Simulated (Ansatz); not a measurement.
Worked example: self-consistent single point of RbH3O2 (Cmc2_1, 12 atoms in the cell) in Ansatz (an electronic-structure program).

Level of theory: LDA (PW92), default PAW files made with PBE (plane waves; Ansatz).

```
RbH3O2
1.0
    2.11052    -5.43729     0.00000
    2.11052     5.43729     0.00000
    0.00000     0.00000     5.93979
Rb H O
2 6 4
Direct
  0.15368   0.84632   0.26462
  0.84632   0.15368   0.76462
  0.51039   0.48961   0.02160
  0.48961   0.51039   0.52160
  0.08511   0.30091   0.29945
  0.91489   0.69909   0.79945
  0.69909   0.91489   0.29945
  0.30091   0.08511   0.79945
  0.15861   0.84139   0.75543
  0.84139   0.15861   0.25543
  0.53340   0.46660   0.86356
  0.46660   0.53340   0.36356
```

Reference input (self-consistent single point, DFT, r2SCAN, plane waves, default PAW files made with PBE): basis.ecutwfc = 500 eV; kpoints.mp_grid.grid = 4 4 3; hamiltonian.xc = r2scan; hamiltonian.pseudopotentials = {kind: paw} (the program's default PAW files); scf.occupations.method = fixed. This run's input differs from it in these lines:

Ansatz 0.2 input:
```diff
@@ -19,3 +19,3 @@
 basis:
-  ecutwfc: 500.0 eV
+  ecutwfc: 420.0 eV
 kpoints:
@@ -23,3 +23,3 @@
 hamiltonian:
-  xc: r2scan
+  xc: lda
   pseudopotentials: { kind: paw }
```

Output (repeated stretches shortened):

```
SCF iter   1: F=—  HF=-8661.613652 eV  |F-HF|=—  |Δ(HF+E_count)|=         —  Δρ=1.03e-2  dr2=1.29e-1  ethr=1.77e-3  ⟨swp⟩=5.0  Hψ=2042  notcnv=0  defer=136
all-band conjugate gradients solve this SCF's bands
preconditioner: auto → Resta (q_TF=auto, 2.293 Å⁻¹)
SCF iter   2: F=—  HF=-8661.579146 eV  |F-HF|=—  |Δ(HF+E_count)|=   3.45e-2  Δρ=4.67e-3  dr2=1.56e-2  ethr=2.69e-4  ⟨swp⟩=2.0  Hψ=777  notcnv=0  defer=140
   [... lines left out ...]
SCF iter   4: F=—  HF=-8661.573553 eV  |F-HF|=—  |Δ(HF+E_count)|=   1.41e-3  Δρ=5.55e-4  dr2=3.11e-4  ethr=1.04e-5  ⟨swp⟩=2.3  Hψ=599  notcnv=0  defer=140
SCF iter   5: F=—  HF=-8661.573537 eV  |F-HF|=—  |Δ(HF+E_count)|=   1.60e-5  Δρ=2.33e-4  dr2=4.63e-5  ethr=6.48e-7  ⟨swp⟩=2.0  Hψ=731  notcnv=0  defer=140
SCF iter   6: F=—  HF=-8661.573549 eV  |F-HF|=—  |Δ(HF+E_count)|=   1.16e-5  Δρ=4.38e-5  dr2=2.66e-6  ethr=9.65e-8  ⟨swp⟩=2.2  Hψ=629  notcnv=0  defer=88
SCF iter   7: F=-8661.573549 eV  HF=-8661.573549 eV  |F-HF|=1.51e-8  |Δ(HF+E_count)|=   6.63e-7  Δρ=7.84e-6  dr2=7.86e-8  ethr=2.08e-10  ⟨swp⟩=14.1  Hψ=3978  notcnv=0
SCF 1 converged in 7 iterations: F = -8661.573549 eV  dr2 = 7.86e-8
Free energy (F): -8661.573549 eV
Internal energy: -8661.573549 eV  (E = F + TS)
E sigma→0 (E₀):  -8661.573549 eV
Fermi energy:    1.826141 eV
--- Forces (eV/Å), atoms counted from 1 ---
  atom   1  Rb     0.00000000    -0.00924229     0.04228359
  atom   2  Rb     0.00000000     0.00924229     0.04228359
  atom   3  H      0.00000000     0.14595899     0.55816536
  atom   4  H      0.00000000    -0.14595899     0.55816536
  atom   5  H      0.49467785    -0.29895838     0.14434065
  atom   6  H     -0.49467785     0.29895838     0.14434065
  atom   7  H     -0.49467785    -0.29895838     0.14434065
  atom   8  H      0.49467785     0.29895838     0.14434065
  atom   9  O      0.00000000    -0.53228255    -0.23850759
   [... lines left out ...]
  atom  12  O      0.00000000     0.18294381    -0.65064367
--- Stress (GPa, compression-positive) ---
       -1.172146       0.000000       0.000000
        0.000000      -1.377658       0.000000
        0.000000       0.000000      -1.387203
  P = ⅓ Tr σ = -1.3123 GPa (-13.123 kbar)
  The stress holds the Pulay correction. Without it, at fixed plane waves, as pw.x and ABINIT print it: P = -1.9612 GPa
```

The run converged in 7 iterations. Against the reference run the pressure goes from 0.07 to -1.31 GPa, the largest force goes from 0.175 to 0.676 eV/Å and the gap on the mesh goes from 5.111 to 4.247 eV.

The starting cell comes from a database of computed structures (which also holds hypothetical and non-ambient phases and stackings), without a prior relaxation at this level. Ansatz's pressure includes its estimate of the finite-basis (Pulay) stress. Without the estimate this run gives -1.96 GPa.
